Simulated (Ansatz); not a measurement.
Worked example: self-consistent single point of the (001) slab of BaTiO3 (cut from a parent of space group no. 221; 15 atoms in the cell) in Ansatz (a quantum-chemistry and plane-wave program).

Method: PBE, PAW files (plane waves; Ansatz).

The change in words: vacuum of 3 angstrom (first run: 12 Å). Reference geometry:
```
CELL_PARAMETERS angstrom
      4.06259     0.00000     0.00000
      0.00000     4.06259     0.00000
      0.00000     0.00000    22.01920
ATOMIC_POSITIONS crystal
  Ba 0.50000 0.50000 0.27249
  Ba 0.50000 0.50000 0.45450
  Ba 0.50000 0.50000 0.63651
  Ti 0.00000 0.00000 0.36349
  Ti 0.00000 0.00000 0.54550
  Ti 0.00000 0.00000 0.72751
  O  0.50000 0.00000 0.36349
  O  0.00000 0.50000 0.36349
  O  0.00000 0.00000 0.27249
  O  0.50000 0.00000 0.54550
  O  0.00000 0.50000 0.54550
  O  0.00000 0.00000 0.45450
  O  0.50000 0.00000 0.72751
  O  0.00000 0.50000 0.72751
  O  0.00000 0.00000 0.63651
```

Reference input (self-consistent single point, DFT, PBE, plane waves, PAW files): kpoints.mp_grid.grid = 5 5 1; hamiltonian.xc = pbe; hamiltonian.pseudopotentials = {kind: paw} (the program's default PAW files); scf.occupations.method = fermi_dirac; scf.occupations.width = 0.1 eV. This run's input differs from it in these lines:

Ansatz 0.2 input:
```diff
@@ -4,19 +4,19 @@
     - [0.000000, 4.062585, 0.000000]
-    - [0.000000, 0.000000, 22.019200]
+    - [0.000000, 0.000000, 13.019220]
   atoms:
-    - { symbol: Ba, position_ang: [2.031293, 2.031293, 5.999990] }
-    - { symbol: Ba, position_ang: [2.031293, 2.031293, 10.007704] }
-    - { symbol: Ba, position_ang: [2.031293, 2.031293, 14.015397] }
-    - { symbol: Ti, position_ang: [0.000000, 0.000000, 8.003803] }
-    - { symbol: Ti, position_ang: [0.000000, 0.000000, 12.011496] }
-    - { symbol: Ti, position_ang: [0.000000, 0.000000, 16.019210] }
-    - { symbol: O, position_ang: [2.031293, 0.000000, 8.003803] }
-    - { symbol: O, position_ang: [0.000000, 2.031293, 8.003803] }
-    - { symbol: O, position_ang: [0.000000, 0.000000, 5.999990] }
-    - { symbol: O, position_ang: [2.031293, 0.000000, 12.011496] }
-    - { symbol: O, position_ang: [0.000000, 2.031293, 12.011496] }
-    - { symbol: O, position_ang: [0.000000, 0.000000, 10.007704] }
-    - { symbol: O, position_ang: [2.031293, 0.000000, 16.019210] }
-    - { symbol: O, position_ang: [0.000000, 2.031293, 16.019210] }
-    - { symbol: O, position_ang: [0.000000, 0.000000, 14.015397] }
+    - { symbol: Ba, position_ang: [2.031293, 2.031293, 1.499996] }
+    - { symbol: Ba, position_ang: [2.031293, 2.031293, 5.507716] }
+    - { symbol: Ba, position_ang: [2.031293, 2.031293, 9.515409] }
+    - { symbol: Ti, position_ang: [0.000000, 0.000000, 3.503811] }
+    - { symbol: Ti, position_ang: [0.000000, 0.000000, 7.511504] }
+    - { symbol: Ti, position_ang: [0.000000, 0.000000, 11.519224] }
+    - { symbol: O, position_ang: [2.031293, 0.000000, 3.503811] }
+    - { symbol: O, position_ang: [0.000000, 2.031293, 3.503811] }
+    - { symbol: O, position_ang: [0.000000, 0.000000, 1.499996] }
+    - { symbol: O, position_ang: [2.031293, 0.000000, 7.511504] }
+    - { symbol: O, position_ang: [0.000000, 2.031293, 7.511504] }
+    - { symbol: O, position_ang: [0.000000, 0.000000, 5.507716] }
+    - { symbol: O, position_ang: [2.031293, 0.000000, 11.519224] }
+    - { symbol: O, position_ang: [0.000000, 2.031293, 11.519224] }
+    - { symbol: O, position_ang: [0.000000, 0.000000, 9.515409] }
 kpoints:
```

The program printed (abridged):

```
SCF iter   1: F=—  HF=-30479.554880 eV  |F-HF|=—  |Δ(HF+E_count)|=         —  Δρ=5.13e-2  dr2=8.56e0  ethr=3.10e-3  ⟨swp⟩=7.0  Hψ=1801  notcnv=0
all-band conjugate gradients solve this SCF's bands
preconditioner: auto → Resta (q_TF=auto, 2.476 Å⁻¹)
SCF iter   2: F=—  HF=-30478.372518 eV  |F-HF|=—  |Δ(HF+E_count)|=    1.18e0  Δρ=2.62e-2  dr2=3.23e0  ethr=3.10e-3  ⟨swp⟩=3.0  Hψ=789  notcnv=0  defer=13
   [... lines left out ...]
SCF iter   7: F=—  HF=-30477.775728 eV  |F-HF|=—  |Δ(HF+E_count)|=   6.07e-6  Δρ=1.60e-4  dr2=5.46e-5  ethr=3.43e-7  ⟨swp⟩=2.0  Hψ=689  notcnv=0  defer=5
SCF iter   8: F=—  HF=-30477.776025 eV  |F-HF|=—  |Δ(HF+E_count)|=   2.98e-4  Δρ=4.58e-5  dr2=4.87e-6  ethr=4.55e-8  ⟨swp⟩=2.0  Hψ=785  notcnv=0  defer=5
SCF iter   9: F=—  HF=-30477.776027 eV  |F-HF|=—  |Δ(HF+E_count)|=   1.68e-6  Δρ=1.39e-5  dr2=5.41e-7  ethr=4.06e-9  ⟨swp⟩=2.0  Hψ=784  notcnv=0  defer=5
SCF iter  10: F=-30477.776027 eV  HF=-30477.776027 eV  |F-HF|=1.86e-8  |Δ(HF+E_count)|=   2.47e-7  Δρ=6.93e-6  dr2=8.65e-8  ethr=8.33e-11  ⟨swp⟩=11.8  Hψ=2021  notcnv=0
SCF 1 converged in 10 iterations: F = -30477.776027 eV  dr2 = 8.65e-8
Free energy (F): -30477.776027 eV
Internal energy: -30477.774618 eV  (E = F + TS)
E sigma→0 (E₀):  -30477.775323 eV
Entropy (-TS):   -0.001410 eV (-0.094 meV/atom)
Fermi energy:    9.619121 eV
--- Forces (eV/Å), atoms counted from 1 ---
  atom   1  Ba    -0.00000000     0.00000000    -0.32610920
  atom   2  Ba     0.00000000     0.00000000    -0.19940287
  atom   3  Ba     0.00000000     0.00000000     0.31130011
  atom   4  Ti     0.00000000     0.00000000    -1.62752544
  atom   5  Ti     0.00000000     0.00000000    -1.00607229
  atom   6  Ti    -0.00000000     0.00000000    -1.83898073
  atom   7  O      0.00000000     0.00000000     0.11813491
  atom   8  O      0.00000000     0.00000000     0.11813491
   [... lines left out ...]
  atom  15  O     -0.00000000     0.00000000     1.36400480
--- Stress (GPa, compression-positive) ---
       -6.877390       0.000000       0.000000
        0.000000      -6.877390       0.000000
        0.000000       0.000000      -6.132728
  P = ⅓ Tr σ = -6.6292 GPa (-66.292 kbar)
  The stress holds the Pulay correction. Without it, at fixed plane waves, as pw.x and ABINIT print it: P = -6.9690 GPa
```

The run converged in 10 iterations. Against the reference run the free energy drops by 55.8 meV/atom, the largest force goes from 2.654 to 1.839 eV/Å and the gap on the mesh goes from 1.195 to 1.359 eV.

The starting cell comes from a database of computed structures (which also holds hypothetical and non-ambient phases and stackings), without a prior relaxation at this level. The slab is cut from that crystal, and its faces are unrelaxed. Its lattice was rescaled in the plane by a random factor within 2.5 % of one. Spin polarisation is off, though cut faces can carry moments; a gap of a slab can lie between surface states. The two faces of this cut differ, and no dipole correction was used. Forces in this geometry exceed 1 eV/Å.
